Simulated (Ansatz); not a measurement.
L1₀ (CuAu-type) TiAl was calculated with HSE06 in Ansatz (PAW).

Numerical settings: plane-wave cutoff 460 eV, 10×10×8 k mesh (along the axes of the cell as run), Fermi–Dirac smearing 0.05 eV, no spin polarisation, scalar-relativistic PAW data made under PBE.

Computed at the level's own relaxed cell.

**Question.** What does this level give for the lattice constant a (two-atom tetragonal cell) and lattice parameter c (two-atom tetragonal cell)?

**Answer.** 
lattice constant a (two-atom tetragonal cell): 2.803 Å
lattice parameter c (two-atom tetragonal cell): 4.083 Å

Measured, for comparison: lattice constant a 2.826 Å (temperature not stated, no zero-point or thermal correction, P4/mmm two-atom cell, a_fct/√2; as tabulated in Zope and Mishin (2003), arXiv:cond-mat/0306298); lattice parameter c 4.077 Å (temperature not stated, no zero-point or thermal correction; as tabulated in Zope and Mishin (2003), arXiv:cond-mat/0306298). Computed (rounded) less measured: lattice constant a -0.8 %, lattice parameter c +0.1 %. A static lattice is as a rule a little smaller and stiffer than an uncorrected measurement, which narrows the difference in the lattice constant a and would widen misses of the other sign.

Note: the run has no spin polarisation, so it can have missed a magnetic state.

It cost roughly 29 core-minutes of CPU time.

Ansatz is a program for electronic structure.
